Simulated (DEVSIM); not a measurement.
Structure: abrupt InP n-p junction, at 300 K.

| layer (left to right) | material | thickness (μm) | Nd (cm⁻³) | Na (cm⁻³) | τn (s) | τp (s) |
|---|---|---|---|---|---|---|
| 1 | InP | 1.70 | 6.2e15 | - | 1.1e-9 | 1.1e-9 |
| 2 | InP | 95.0 | - | 3.1e15 | 1.1e-9 | 1.1e-9 |

Left contact: ohmic. Right contact: ohmic. Voltage is applied to the left contact. Recombination: SRH at mid-gap, Auger. Mobility is constant in doping.

The device is made up for the run: typed textbook-type constants, with dimensions and the other settings drawn at random. Values at 300 K.

```
parameter         InP
-------------  ------
gap (eV)        1.344
affinity (eV)    4.38
permittivity     12.5
Nc (cm⁻³)      5.7e17
Nv (cm⁻³)      1.1e19
μn (cm²/Vs)      5200
μp (cm²/Vs)       170
Cn (cm⁶/s)      9e-31
Cp (cm⁶/s)      9e-31
```

Model (solved in DEVSIM): 1D drift-diffusion, Boltzmann statistics, complete ionisation; no tunnelling, impact ionisation, image-force lowering or self-heating.

The minority lifetime in layer 2 was swept, all else fixed.

```json
[
 {"minority lifetime in layer 2 (s)": "3.3e-11", "dark forward voltage at 1 A/cm² (V)": "0.917"},
 {"minority lifetime in layer 2 (s)": "1.1e-10", "dark forward voltage at 1 A/cm² (V)": "0.936"},
 {"minority lifetime in layer 2 (s)": "3.3e-10", "dark forward voltage at 1 A/cm² (V)": "0.950"},
 {"minority lifetime in layer 2 (s)": "1.1e-9", "dark forward voltage at 1 A/cm² (V)": "0.966"},
 {"minority lifetime in layer 2 (s)": "3.3e-9", "dark forward voltage at 1 A/cm² (V)": "0.977"},
 {"minority lifetime in layer 2 (s)": "1.1e-8", "dark forward voltage at 1 A/cm² (V)": "0.983"},
 {"minority lifetime in layer 2 (s)": "3.3e-8", "dark forward voltage at 1 A/cm² (V)": "0.983"}
]
```

From the first row to the last the dark forward voltage at 1 A/cm² goes from 0.917 to 0.983.
